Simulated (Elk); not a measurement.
Worked example: self-consistent single point of KSr3 (Fm-3m, 4 atoms in the cell) in Elk.

Level of theory: Elk with PBEsol, all-electron FP-LAPW, Elk's shipped species files, APW+lo basis with extra local orbitals.

```yaml
crystal:
  lattice:
    - [0.00000, 4.97170, 4.97170]
    - [4.97170, 0.00000, 4.97170]
    - [4.97170, 4.97170, 0.00000]
  atoms:
    - { symbol: K, position: [0.00000, 0.00000, 0.00000] }
    - { symbol: Sr, position: [0.25000, 0.25000, 0.25000] }
    - { symbol: Sr, position: [0.75000, 0.75000, 0.75000] }
    - { symbol: Sr, position: [0.50000, 0.50000, 0.50000] }
```

Reference input (self-consistent single point, DFT, LDA (PW92), all-electron FP-LAPW, Elk's shipped species files, APW+lo basis with extra local orbitals): xctype = 3; rgkmax = 7.5; stype = 3; swidth = 0.00183747 Ha; ngridk = 5 5 5; tforce = true; gmaxvr = 18 1/bohr; lmaxapw = 10; lmaxo = 8; nxlo = 2; lorbcnd = true; lradstp = 2. This run's input differs from it in these lines:

```diff
@@ -4,3 +4,3 @@
 xctype
-  3
+  22
```

Log, with long lists cut:

```
│ Self-consistent loop started │
│ Loop number : 1 │
 total energy                :     -10139.3982633
│ Loop number : 2 │
 total energy                :     -10139.3737906
RMS change in Kohn-Sham potential (target) :   0.1219247759     (  0.1000000000E-05)
Absolute change in total energy (target)   :   0.2447272028E-01 (  0.1000000000E-03)
│ Loop number : 3 │
 total energy                :     -10137.6960010
RMS change in Kohn-Sham potential (target) :   0.6883532359E-01 (  0.1000000000E-05)
Absolute change in total energy (target)   :    1.683907735     (  0.1000000000E-03)
│ Loop number : 4 │
   [... lines left out ...]
Absolute change in total energy (target)   :   0.7717193384E-03 (  0.1000000000E-03)
│ Loop number : 12 │
 total energy                :     -10135.1654722
RMS change in Kohn-Sham potential (target) :   0.1179995772E-06 (  0.1000000000E-05)
Absolute change in total energy (target)   :   0.2573399343E-03 (  0.1000000000E-03)
│ Loop number : 13 │
 total energy                :     -10135.1654702
RMS change in Kohn-Sham potential (target) :   0.3964062069E-07 (  0.1000000000E-05)
Absolute change in total energy (target)   :   0.6631171345E-04 (  0.1000000000E-03)
Convergence targets achieved

│ Loop number : 14 │

Energies :
 Fermi                       :     0.920017687743E-01
 total energy                :     -10135.1654706

Density of states at Fermi energy :    89.83583350
 (states/Hartree/unit cell)

Estimated indirect band gap :   0.3986338023E-02
 from k-point      6 to k-point      4
Estimated direct band gap   :   0.4079597652E-02
 at k-point      4

Charges :
 core                        :    94.00000000
 valence                     :    39.00000000
 interstitial                :    7.816620795
 muffin-tins (core leakage)
  species :    1 (K)
   atom    1                 :    17.57681914     (  0.1163510728E-06)
  species :    2 (Sr)
   atom    1                 :    35.86390647     (  0.2846306905E-04)
   atom    2                 :    35.86390647     (  0.2846306905E-04)
   [... lines left out ...]
   total force               :    -0.00000000   -0.00000000    0.00000000
   total magnitude           :     0.00000000
  atom :    3
   Hellmann-Feynman          :    -0.00000000    0.00000000    0.00000000
   IBS                       :     0.00000000   -0.00000000    0.00000000
   total force               :     0.00000000    0.00000000    0.00000000
   total magnitude           :     0.00000000
```

The run converged in 14 iterations. The count includes the last loop, which Elk runs after its targets are met. 

The starting cell comes from a database of computed structures (which also holds hypothetical and non-ambient phases and stackings), without a prior relaxation at this level. Its lattice was rescaled by a random factor within 2.5 % of one. Values depend on the basis (sphere radii, cutoffs, local orbitals), which need not be converged. The log's line on a gap gives a spacing of levels on this mesh, which the program prints for metals too.

Cost on one core of a shared machine: roughly 80 s.
